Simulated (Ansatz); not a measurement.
Take Rb3GaF6 (space group Fm-3m, No. 225; a = 9.008 Å; a cell from a computed database, its experimental status unchecked) as the base.

The values are results of r2SCAN (Ansatz, a program for electronic structure, PAW, scalar-relativistic without spin-orbit coupling), not measurements.

One change was made to it. Results:

| quantity | base | after |
|---|---|---|
| electron mass | 0.49 mₑ (at Γ) | 0.45 mₑ (at Γ) |
| density | 4.00 g/cm³ | 3.57 g/cm³ |
| shortest interatomic distance | 1.894 Å | 2.536 Å |
| width of the top valence band | 0.08 eV | 0.20 eV |

Problem. What was done to the base?
(A) Rb → Na
(B) Ga → In
(C) F → Br

Solution. C, F → Br. For comparison, the electron mass in the other runs: Rb → Na gives 0.56 mₑ (at Γ); Ga → In gives 0.51 mₑ (at Γ).

The levels and masses belong to the bands next to the band gap. Effective masses come from finite differences of ±0.01 Å⁻¹. Stability against distortions was not tested. For Rb3GaBr6, Na3GaF6 and Rb3InF6 in this form, whether it has been made was not checked.
